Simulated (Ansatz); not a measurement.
## CdSe, response to strain

The parent structure is CdSe in the zinc blende structure (space group F-43m, No. 216).

```
CELL_PARAMETERS angstrom
      0.00000     3.06658     3.06658
      3.06658     0.00000     3.06658
      3.06658     3.06658     0.00000
ATOMIC_POSITIONS crystal
  Cd 0.00000 0.00000 0.00000
  Se 0.25000 0.25000 0.25000
```

Strains are applied to the cell and any free atomic positions relax.

Computed with Kohn–Sham DFT with the r2SCAN functional, run in Ansatz (a program for electronic structure) with PAW and 500 eV plane waves, spin-orbit coupling left out.

Notes on the quantities. energy relative to the base: free energy F.

```json
[
 {"isotropic strain (%)": "0", "energy relative to the base (meV/atom)": "0.0"},
 {"isotropic strain (%)": "0.5", "energy relative to the base (meV/atom)": "?"},
 {"isotropic strain (%)": "1", "energy relative to the base (meV/atom)": "4.0"},
 {"isotropic strain (%)": "1.5", "energy relative to the base (meV/atom)": "8.9"},
 {"isotropic strain (%)": "2", "energy relative to the base (meV/atom)": "15.5"},
 {"isotropic strain (%)": "2.5", "energy relative to the base (meV/atom)": "23.8"},
 {"isotropic strain (%)": "3", "energy relative to the base (meV/atom)": "33.7"}
]
```

Task: Fit ΔE = Aε² + Bε³ (ε in %) to the rows shown and predict the withheld row.

Result: Least squares on the printed values gives A = 4.14 and B = -0.13 meV/atom (largest residual 0.0 meV/atom); this predicts 1.0 meV/atom, and the run gives 1.0 meV/atom, in agreement.

Stability against distortions was not tested.
